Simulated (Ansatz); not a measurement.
Rock-salt NaH, treated with HSE06-D3(BJ) (plane waves, PAW; Ansatz, a first-principles code).

Numerical settings: plane-wave cutoff 460 eV, 10×10×10 k mesh, Fermi–Dirac smearing 0.01 eV, scalar-relativistic PAW data made under PBE.

Pressure at four volumes; x = ln(V/12.612 Å³). One pressure is withheld.

```tsv
V (Å³/atom)	x	P (GPa)
11.981	-0.0513	?
12.356	-0.0205	0.618
12.612	0.0000	0.016
13.242	0.0487	-1.240
```

Q: Pass a parabola P(x) through the three rows shown, estimate the bulk modulus and its pressure derivative near zero pressure, and predict the withheld pressure.

A: Slopes between the rows: (0.016 − (0.618))/(0.0000 − (-0.0205)) = -29.37 and (-1.240 − (0.016))/(0.0487 − (0.0000)) = -25.79 GPa. Their difference over the span 0.0692 is c = 3.58/0.0692 = 51.7 GPa, so P(x) = 0.618 + (-29.37)(x − (-0.0205)) + 51.7 (x − (-0.0205))(x − (0.0000)). At the middle row B = −dP/dx = −[-29.37 + 51.7 × 0.0205] = 28.3 GPa, and B′ = dB/dP = 2c/B = 3.7. At x = -0.0513 the parabola gives 1.604 GPa; the run gives 1.612 GPa. The Birch–Murnaghan fit to the energies at all volumes has B0 = 28.2 GPa and B′ = 3.8.

Measured, for comparison: bulk modulus 19.4 ± 2 GPa (room temperature, no zero-point or thermal correction; as tabulated in High-pressure studies of NaH to 54 GPa). Computed (rounded) less measured: bulk modulus +45 % (against room or unstated temperature, where such soft solids are markedly softer).
